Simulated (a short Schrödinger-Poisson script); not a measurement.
MOS inversion layer, HfO2 on p-type Si(100)

Stack: MOS inversion layer, HfO2 on p-type Si(100), at 400 K.

```csv
layer,material,thickness (nm),Na (cm⁻³)
1,HfO2,12.7,-
2,Si,910,5.5e16
```

The device is made up for the run: typed textbook-type constants, with dimensions and the other settings drawn at random. HfO2: permittivity 22, conduction-band edge (eV) 1.55, gap (eV) 5.7, electron mass (mₑ) 0.2. Si: permittivity 11.7, conduction-band edge (eV) 0, gap (eV) 1.124, Nv at 300 K (cm⁻³) 3.1e19.

Channel valleys (confinement mass, in-plane density-of-states mass, number): Δ2 0.916, 0.19, 2; Δ4 0.19, 0.417, 4. At the gate the conduction-band edge of layer 1 lies 2.06 eV − eVg above the Fermi level of the channel; the field vanishes at the back. Gaps are held at their typed values at every temperature. Mesh 0.03 nm at interfaces.

Solved with a short Schrödinger-Poisson script written for these runs: 1D Poisson equation in equilibrium, electrons quantum, Hartree (BenDaniel-Duke, 12 states a valley, the channel's in-plane mass for all, wave functions ending at the dielectric), parabolic valleys, classical holes, full ionisation, no traps, pinning or gate leakage.

| Vg (V) | electrons (cm⁻²) | C (μF/cm²) | Δ2 E0 (meV) | Δ2 E1 (meV) | Δ4 E0 (meV) | Δ4 E1 (meV) |
|---|---|---|---|---|---|---|
| 0.1 | 1.77e7 | 0.101 | 497.6 | 521.4 | 519.5 | 558.8 |
| 0.3 | 3.03e9 | 0.0954 | 314.5 | 341.9 | 339.7 | 385.1 |
| 0.5 | 2.37e11 | 0.562 | 157.7 | 190.6 | 188.2 | 240.2 |
| 0.7 | 1.23e12 | 0.973 | 90.2 | 135.0 | 132.1 | 193.4 |
| 0.9 | 2.54e12 | 1.11 | 55.8 | 112.3 | 109.0 | 177.7 |
| 1.1 | 3.97e12 | 1.18 | 32.7 | 99.3 | 95.7 | 170.0 |
| 1.3 | 5.47e12 | 1.22 | 15.0 | 90.4 | 86.7 | 165.3 |
| 1.5 | 7.02e12 | 1.25 | 0.3 | 83.8 | 79.9 | 162.2 |
| 1.7 | 8.60e12 | 1.27 | -12.4 | 78.5 | 74.5 | 159.9 |
| 1.9 | 1.02e13 | 1.29 | -23.9 | 74.0 | 69.9 | 158.1 |
| 2.1 | 1.18e13 | 1.30 | - | - | - | - |

Subbands count from the Fermi level; a dash marks a level above the dielectric's band edge.
